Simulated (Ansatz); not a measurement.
Consider the following.

```yaml
crystal:
  lattice:
    - [3.89842, 0.00000, 0.00000]
    - [0.00000, 3.89842, 0.00000]
    - [0.00000, 0.00000, 3.89842]
  atoms:
    - { symbol: Ba, position: [0.00000, 0.00000, 0.00000] }
    - { symbol: Ti, position: [0.50000, 0.50000, 0.50000] }
    - { symbol: O, position: [0.50000, 0.00000, 0.50000] }
    - { symbol: O, position: [0.00000, 0.50000, 0.50000] }
    - { symbol: O, position: [0.50000, 0.50000, 0.00000] }
```

No spin polarisation.

The values are results of PBEsol (Ansatz, an electronic-structure program, PAW, no spin-orbit coupling), not measurements. Γ-centred 8×8×8 mesh, Fermi–Dirac width 0.05 eV.

### Question
Estimate the pressure.

### Answer
11.09 GPa.

### Question
Predict the gap character.

### Answer
Indirect, R → Γ.

### Question
Estimate the smallest direct gap.

### Answer
1.93 eV.

The cells carry an imposed strain or load. No phonon test of stability was made. The final runs are not spin-polarised. The cell was made from BaTiO3 in the cubic perovskite structure (space group Pm-3m, No. 221) by this change: isotropic strain −1.80 %. Many cubic perovskites are stable only at high temperature; tilts and polar distortions were not tested. This is not the structure that BaTiO3 has at room temperature and ambient pressure.
